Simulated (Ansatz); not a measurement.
3C silicon carbide (0 0 1) on diamond (1 1 1) (film strained to the substrate, started from cuts of the bulks and a machine-learned relaxation; metallic at this level, with no gap by band count; slabs C70 and C18Si15, which can lie off the formulas)

A periodic stack without vacuum, 3C silicon carbide (0 0 1) on diamond (1 1 1) (film strained to the substrate, started from cuts of the bulks and a machine-learned relaxation; metallic at this level, with no gap by band count; slabs C70 and C18Si15, which can lie off the formulas): substrate slab C70, film C18Si15, surface cells [[-3, 2], [-1, -1]] and [[3, 2], [0, 1]], film strained by -3.9 and -0.1 %, outermost planes C/C and C/C as cut, which need not be the usual terminations and can put a slab off its formula.

The start was prepared with a machine-learned potential, and the result is one local minimum, with the in-plane cell held and forces under 0.04 eV/Å; the film can end far from its bulk form.

Calculation: PBE (plane waves to 420 eV, PAW; Ansatz, a first-principles code). Spin–orbit coupling is left out; PBE gaps are too small against experiment. Its k-point mesh 4×6×1, Fermi–Dirac width 0.05 eV.

- interface area: 27.6 Å²
- period: 27.11 Å
- heights between the nearest atoms of the two slabs at the two interfaces: 0.73 and 0.62 Å
- C–C contacts across the interfaces within 1.22 times the sum of covalent radii: 11, mean 1.55 Å
- spin-polarised check at this geometry: keeps a moment, energy -0.22 eV

```yaml
crystal:
  lattice:
    - [6.68159, 0.00021, -0.06174]
    - [1.43183, 4.13323, 0.02924]
    - [-1.92647, -1.64166, 27.10897]
  atoms:
    - { symbol: C, position: [0.68135, 0.38693, 0.02038] }
    - { symbol: C, position: [0.45233, 0.50244, 0.02650] }
    - { symbol: C, position: [0.57021, 0.11994, 0.02414] }
    - { symbol: C, position: [0.16441, 0.32161, 0.02392] }
    - { symbol: C, position: [0.03843, 0.66038, 0.01974] }
    - { symbol: C, position: [0.78083, 0.41229, 0.07617] }
    - { symbol: C, position: [0.39444, 0.60838, 0.07881] }
    - { symbol: C, position: [0.58530, 0.02453, 0.07789] }
    - { symbol: C, position: [0.18583, 0.22384, 0.07672] }
    - { symbol: C, position: [0.98846, 0.80042, 0.07429] }
    - { symbol: C, position: [0.79337, 0.08404, 0.09537] }
    - { symbol: C, position: [0.39207, 0.28960, 0.09926] }
    - { symbol: C, position: [0.59326, 0.69066, 0.09705] }
    - { symbol: C, position: [0.19292, 0.88518, 0.09323] }
    - { symbol: C, position: [0.98835, 0.48508, 0.09584] }
    - { symbol: C, position: [0.80863, 0.10296, 0.15297] }
    - { symbol: C, position: [0.40603, 0.30596, 0.15464] }
    - { symbol: C, position: [0.60740, 0.70828, 0.15377] }
    - { symbol: C, position: [0.20619, 0.90546, 0.15225] }
    - { symbol: C, position: [0.00426, 0.50529, 0.15304] }
    - { symbol: C, position: [0.81185, 0.77861, 0.17258] }
    - { symbol: C, position: [0.41094, 0.97839, 0.17261] }
    - { symbol: C, position: [0.61246, 0.37856, 0.17245] }
    - { symbol: C, position: [0.20990, 0.57990, 0.17219] }
    - { symbol: C, position: [0.01175, 0.17727, 0.17191] }
    - { symbol: C, position: [0.82638, 0.79728, 0.22954] }
    - { symbol: C, position: [0.42546, 0.99713, 0.22952] }
    - { symbol: C, position: [0.62693, 0.39720, 0.22945] }
    - { symbol: C, position: [0.22489, 0.59877, 0.22936] }
    - { symbol: C, position: [0.02625, 0.19646, 0.22925] }
    - { symbol: C, position: [0.83165, 0.46927, 0.24848] }
    - { symbol: C, position: [0.43065, 0.67082, 0.24836] }
    - { symbol: C, position: [0.63130, 0.07031, 0.24842] }
    - { symbol: C, position: [0.23015, 0.27079, 0.24834] }
    - { symbol: C, position: [0.03046, 0.87031, 0.24859] }
    - { symbol: C, position: [0.84630, 0.48779, 0.30565] }
    - { symbol: C, position: [0.44526, 0.68989, 0.30529] }
    - { symbol: C, position: [0.64602, 0.08930, 0.30546] }
    - { symbol: C, position: [0.24456, 0.28978, 0.30540] }
    - { symbol: C, position: [0.04491, 0.88872, 0.30573] }
    - { symbol: C, position: [0.85113, 0.16078, 0.32512] }
    - { symbol: C, position: [0.44981, 0.36355, 0.32395] }
    - { symbol: C, position: [0.65192, 0.76162, 0.32419] }
    - { symbol: C, position: [0.24856, 0.96308, 0.32434] }
    - { symbol: C, position: [0.04991, 0.56106, 0.32499] }
    - { symbol: C, position: [0.86593, 0.17957, 0.38306] }
    - { symbol: C, position: [0.46395, 0.38283, 0.38034] }
    - { symbol: C, position: [0.66646, 0.78051, 0.38093] }
    - { symbol: C, position: [0.26327, 0.98147, 0.38123] }
    - { symbol: C, position: [0.06489, 0.57944, 0.38273] }
    - { symbol: C, position: [0.87210, 0.84928, 0.40246] }
    - { symbol: C, position: [0.46926, 0.05386, 0.39792] }
    - { symbol: C, position: [0.66793, 0.45762, 0.39982] }
    - { symbol: C, position: [0.26934, 0.65491, 0.40020] }
    - { symbol: C, position: [0.07014, 0.25247, 0.40271] }
    - { symbol: C, position: [0.88668, 0.86413, 0.46281] }
    - { symbol: C, position: [0.48369, 0.07402, 0.45242] }
    - { symbol: C, position: [0.68023, 0.47874, 0.45604] }
    - { symbol: C, position: [0.28601, 0.67395, 0.45692] }
    - { symbol: C, position: [0.08745, 0.26780, 0.46298] }
    - { symbol: C, position: [0.87871, 0.53172, 0.48096] }
    - { symbol: C, position: [0.48052, 0.77117, 0.47539] }
    - { symbol: C, position: [0.68329, 0.14602, 0.47342] }
    - { symbol: C, position: [0.30277, 0.34505, 0.47540] }
    - { symbol: C, position: [0.10096, 0.92672, 0.48106] }
    - { symbol: C, position: [0.79913, 0.45176, 0.53925] }
    - { symbol: C, position: [0.44310, 0.93365, 0.53140] }
    - { symbol: C, position: [0.64344, 0.27223, 0.52397] }
    - { symbol: C, position: [0.41031, 0.30491, 0.52854] }
    - { symbol: C, position: [0.17985, 0.90344, 0.53895] }
    - { symbol: C, position: [0.32848, 0.03951, 0.64914] }
    - { symbol: C, position: [0.66191, 0.34932, 0.64949] }
    - { symbol: C, position: [0.98867, 0.70680, 0.64973] }
    - { symbol: C, position: [0.28077, 0.56040, 0.56604] }
    - { symbol: C, position: [0.64898, 0.76802, 0.56702] }
    - { symbol: C, position: [0.99092, 0.17549, 0.56825] }
    - { symbol: C, position: [0.36841, 0.08637, 0.81312] }
    - { symbol: C, position: [0.70236, 0.41694, 0.81347] }
    - { symbol: C, position: [0.03488, 0.75177, 0.81331] }
    - { symbol: C, position: [0.34745, 0.56050, 0.73102] }
    - { symbol: C, position: [0.68112, 0.88730, 0.73168] }
    - { symbol: C, position: [0.01407, 0.22629, 0.73146] }
    - { symbol: C, position: [0.35994, 0.26897, 0.99678] }
    - { symbol: C, position: [0.73910, 0.46844, 0.97385] }
    - { symbol: C, position: [0.05966, 0.80306, 0.97661] }
    - { symbol: C, position: [0.38703, 0.61814, 0.89494] }
    - { symbol: C, position: [0.72357, 0.94772, 0.89534] }
    - { symbol: C, position: [0.06069, 0.27382, 0.89559] }
    - { symbol: Si, position: [0.16859, 0.88396, 0.69007] }
    - { symbol: Si, position: [0.50608, 0.20747, 0.69120] }
    - { symbol: Si, position: [0.83669, 0.54271, 0.69009] }
    - { symbol: Si, position: [0.14865, 0.37341, 0.60947] }
    - { symbol: Si, position: [0.48226, 0.67367, 0.61196] }
    - { symbol: Si, position: [0.81383, 0.01070, 0.60453] }
    - { symbol: Si, position: [0.21104, 0.93474, 0.85380] }
    - { symbol: Si, position: [0.54637, 0.26387, 0.85422] }
    - { symbol: Si, position: [0.88082, 0.59511, 0.85460] }
    - { symbol: Si, position: [0.19126, 0.40651, 0.77213] }
    - { symbol: Si, position: [0.52493, 0.73750, 0.77252] }
    - { symbol: Si, position: [0.85799, 0.07019, 0.77227] }
    - { symbol: Si, position: [0.23232, 0.46842, 0.93597] }
    - { symbol: Si, position: [0.57955, 0.76864, 0.93404] }
    - { symbol: Si, position: [0.90373, 0.13026, 0.93805] }
```
